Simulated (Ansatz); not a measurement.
# CaSnS3: response to strain

Take CaSnS₃ in the cubic perovskite structure (space group Pm-3m, No. 221; a = 4.945 Å; a model cell, its experimental status unchecked) as the base. Axes: x, y, z lie along the cube axes.

Strains are applied to the cell and any free atomic positions relax; under biaxial strain the out-of-plane vector relaxes too.

The values are results of PBEsol (Ansatz, a first-principles code; PAW; 420 eV plane waves; scalar-relativistic without spin-orbit coupling), not measurements.

Notes on the quantities. pressure: mean of the normal stresses, compression positive; energy relative to the base: free energy F.

```csv
change,pressure,volume per atom,energy relative to the base,space group
base,0.0 GPa,24.19 Å³,0 meV/atom,Pm-3m (No. 221)
"biaxial strain −2.29 %, plane normal [110], relaxed out of plane",?,?,?,Cmmm (No. 65)
"biaxial strain −0.55 %, plane normal [110], relaxed out of plane",0.4 GPa,24.05 Å³,+0.5 meV/atom,Cmmm (No. 65)
isotropic strain +0.27 %,-0.5 GPa,24.38 Å³,+0.3 meV/atom,Pm-3m (No. 221)
isotropic strain +1.23 %,-2.1 GPa,25.09 Å³,+6.2 meV/atom,Pm-3m (No. 221)
uniaxial strain ε_xx = +2.93 %,-1.6 GPa,24.89 Å³,+7.5 meV/atom,P4/mmm (No. 123)
tensor shear ε_xz = +0.72 %,0.0 GPa,24.18 Å³,+0.3 meV/atom,Cmmm (No. 65)
```

### Question
Some entries are withheld; estimate them.

### Answer

- biaxial strain −2.29 %, plane normal [110], relaxed out of plane, pressure: 1.7 GPa
- biaxial strain −2.29 %, plane normal [110], relaxed out of plane, volume per atom: 23.60 Å³
- biaxial strain −2.29 %, plane normal [110], relaxed out of plane, energy relative to the base: +8.5 meV/atom

Without a gap, meshes like the base's 10×10×10 leave anisotropic stresses uncertain by several tenths of a GPa, and small strain energies with them. Stability against distortions was not tested. All final runs are without spin polarisation. Many cubic perovskites are stable only at high temperature; tilts and polar distortions were not tested.
